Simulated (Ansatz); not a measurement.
We consider BeTe (model structure, started from the h-BN type, P6₃/mmc, No. 194, 4 atoms in the cell), described by PBEsol (plane waves, PAW; Ansatz, a first-principles code).

Run with plane-wave cutoff 500 eV, 12×12×4 k mesh (along the axes of the cell as run), Fermi–Dirac smearing 0.05 eV, scalar-relativistic PAW data made under PBE.

Cell (relaxed at this level):

```
CELL_PARAMETERS angstrom
      4.03061     0.00000     0.00000
     -2.01530     3.49061     0.00000
      0.00000     0.00000     7.09194
ATOMIC_POSITIONS crystal
  Be 0.33333 0.66667 0.25000
  Be 0.66667 0.33333 0.75000
  Te 0.33333 0.66667 0.75000
  Te 0.66667 0.33333 0.25000
```

Question: What does this level give for the band gap?

Answer: 
band gap: 2.01 eV (on the SCF k mesh)

Note: the relaxation could raise the start's symmetry but not lower it, so the cell can be a saddle point; the cell has widely spaced layers and the level no dispersion term, so their spacing and the moduli can rest on weak binding.

Spin–orbit coupling is not included; with these elements it can move the gap by several tenths of an eV or more.

Computed values are for the static lattice.

A model structure was made by putting elements into a prototype or built by hand; it is no filed structure, need not be a known phase, and can be a saddle point held by its symmetry.
